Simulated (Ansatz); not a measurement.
Consider Mo in the bcc (W type) structure (space group Im-3m, No. 229; relaxed with 0.1 eV smearing).

```
CELL_PARAMETERS angstrom
     -1.55576     1.55576     1.55576
      1.55576    -1.55576     1.55576
      1.55576     1.55576    -1.55576
ATOMIC_POSITIONS crystal
  Mo 0.00000 0.00000 0.00000
```

Cartesian axes are those of the cell as printed.

Method: Ansatz (a program for electronic structure) LDA, scalar-relativistic without spin-orbit coupling.

Perturbation: every lattice vector is stretched by 3.00 %, atoms relaxed at fixed cell.

Problem. Predict the stress tensor and what it implies for the stiffness.

Solution. Stress of the strained cell less that of the base (GPa, compression positive):
```
  -21.5     0.0     0.0
    0.0   -21.5     0.0
    0.0     0.0   -21.5
```

Then B = −ΔP/(ΔV/V₀) with ΔV/V₀ = 0.0927 gives secant stiffness values (nonlinear terms included at this strain): B ≈ 232 GPa.

As a check, the harmonic strain energy −½ V₀ Δσ:ε is 91 meV/atom; the computed energy rise is 101 meV/atom.

Stability against distortions was not tested. The final runs are not spin-polarised.
